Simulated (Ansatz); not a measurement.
# Point defect Mg interstitial in metastable zinc-blende AlN

Calculation: PBE, PAW (plane waves to 420 eV; Ansatz, a first-principles code). Cell: 64 sites, 2×2×2; final energies on a 2×2×2 shifted mesh. Site at the start: void with 4N nearest. Finite-size correction: monopole term and site-potential alignment. Dielectric constants: PBE linear response of the host. Host gap at this level: 3.31 eV. A cell of this size leaves errors of a few tenths of an eV. PBE underestimates the host's gap, which shifts levels and can delocalise carriers. Spin–orbit coupling is left out. Each state is the lowest found from its start.

Formation energies E_f are given with the Fermi level at the valence-band maximum. Chemical conditions: Al-rich (Δμ(Mg) = -0.035 eV, bounded by Mg17Al12 (I-43m); only phases computed here count, gases as isolated molecules at 0 K). Reference phases: Mg: hcp Mg.

The name describes the start; the neighbours show where the added atom ended.

```tsv
charge	moment (μB)	largest move off a lattice site (Å)	neighbours of the added atom at the end (Å)	image correction with alignment (eV)	E_f, Al-rich (eV)
+2	not spin-polarised	0.21	N 1.91, N 1.91, N 1.91, N 1.91	1.54	0.85
+1*	1.0	0.23	N 1.91, N 1.92, N 1.92, N 1.92	–	–
0*	not spin-polarised	0.25	N 1.90, N 1.93, N 1.93, N 1.93	–	–
```

* At this level the carrier isn't localised at the defect: at charge +1 electrons occupy the conduction band; at charge 0 electrons occupy the conduction band. Such a state is shallow or no state of the defect, and this cell gives it no level.

No other site or start that was run ended lower by more than 0.1 eV.

Flagged in the runs: a doubtful potential alignment, a strain field that reaches the edge of the cell.
